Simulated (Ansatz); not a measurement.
A periodic model of amorphous Hf₁₈O₃₉Mo:

```xyz
58
Lattice="8.8491 0.0008 0.4556 0.0008 8.9335 -0.0744 0.4556 -0.0744 9.5697" Properties=species:S:1:pos:R:3 pbc="T T T"
Hf     1.3912     3.5065     1.1612
Hf     6.9477     8.4414     9.1393
Hf     4.0841     8.7398     7.3585
Hf     7.7068     2.9464     8.2157
Hf     4.9145     1.6692     4.2868
Hf     7.3914     0.2737     5.8892
Hf     0.4700     6.0184     6.1673
Hf     0.2472     6.2385     2.9138
Hf     8.3266     3.1243     4.5067
Hf     2.5312     6.5285     9.3076
Hf     4.6870     3.2144     0.7693
Hf     7.1023     1.2499     2.1473
Hf     5.9601     5.7266     7.6981
Hf     1.6897     8.6857     4.4045
Hf     1.1333     0.6613     8.3830
Hf     3.6211     0.1667     1.4314
Hf     5.5530     6.3609     2.0314
Hf     3.1270     4.7823     3.8939
O      8.1867     0.6704     7.8470
O      6.5255     2.8837     3.7284
O      6.4513     6.4897     9.4395
O      0.8443     5.5402     1.0025
O      3.5320     7.0680     1.1808
O      3.3592     2.0073     7.5168
O      6.9715     1.9793     9.8632
O      2.6805     8.6129     9.2069
O      4.5119     4.7310     6.3984
O      8.7397     7.6879     5.5508
O      7.9091     4.9228     7.6860
O      6.5624     7.6449     7.1209
O      0.4164     1.2860     4.5899
O      4.0756     6.7762     7.8502
O      1.6716     4.2056     6.3282
O      5.2530     0.6563     6.0344
O      1.0542     6.8673     7.9185
O      6.7477     0.3898     3.9834
O      5.7294     3.7493     8.4440
O      2.9882     4.4333     8.7921
O      0.7655     2.6279     8.7010
O      2.2239    -0.0347     6.5662
O      4.5977     6.0140     3.7310
O      1.1594     4.1754     3.1724
O      5.1129     0.3983     9.0568
O      2.7185     2.0154     0.8554
O      3.2704     4.2830     1.9078
O      1.9448     6.3424     4.6565
O      5.9005     4.4872     1.5172
O      4.9396     1.7602     2.2001
O      3.4480     0.3229     3.5879
O      5.7448     8.4930     1.5253
O      8.2298     5.0968     5.0700
O      8.7625     2.3789     2.4593
O      1.1742     7.9883     2.6006
O      7.3388     6.6378     2.7842
O      8.2322     0.0815     0.7323
O      3.5859     3.0415     4.8552
O      7.3922     2.4665     6.2836
Mo     3.2212     3.7217     7.1018
```

Calculation: PBE, scalar-relativistic without spin-orbit coupling (plane waves to 420 eV, PAW; Ansatz, an electronic-structure program).

It comes from a melt-quench run on a machine-learned potential (CHGNet), relaxed afterwards by DFT. O atoms were pushed apart under 1.9 Å during the dynamics, to hinder bonds among them. The hot cell started wider than the set density and was brought back towards it in steps. It is the lowest in DFT energy of 2 quenches. It is a model cell: composition and starting density were chosen by hand, and all elements were melted together. No dispersion term was used. Its density started from a set value of 8.65 and ended at 8.65 g/cm³. The simulated quench (nominally 450 K/ps over its main leg) is rapid and tends to freeze in more defects than a deposited or slowly cooled glass has. A cell of this size samples the disorder only roughly. The volume was held where the preparation left it and the shape relaxed, at a PBE pressure of 2.5 GPa. Stress components on the final sampling reach 2.6 GPa.

Bonds are counted up to Hf-Hf 3.34 Å, Hf-O 2.56 Å, Hf-Mo 3.19 Å, O-O 1.58 Å, O-Mo 2.42 Å, Mo-Mo 3.04 Å. Two cations that share two anions don't count as bonded, nor two that share one unless they lie closer than Hf-Hf 3.25 Å, Hf-Mo 3.10 Å, Mo-Mo 2.95 Å.

### Question
Give the coordination numbers, mean bond lengths and angles.

### Answer

```json
{
  "Mean coordination of Hf by anions": "6.17 (2 with 5, 11 with 6, 5 with 7)",
  "Mean coordination of O": "2.97 (8 with 2, 24 with 3, 7 with 4)",
  "Mean coordination of Mo by anions": "5.00 (1 with 5)",
  "Mean Hf-O bond": "2.131 Å (spread 0.119 Å, 111 counted)",
  "Mean O-Mo bond": "1.915 Å (spread 0.232 Å, 5 counted)",
  "Bond angle at Hf": "mean 102.3°, spread 29.0°",
  "Bond angle at O": "mean 114.3°, spread 17.5°",
  "Bond angle at Mo": "mean 106.2°, spread 27.4°"
}
```

### Question
List the pairs of like atoms that count as bonded by the rules above.

### Answer
There are none by these rules.
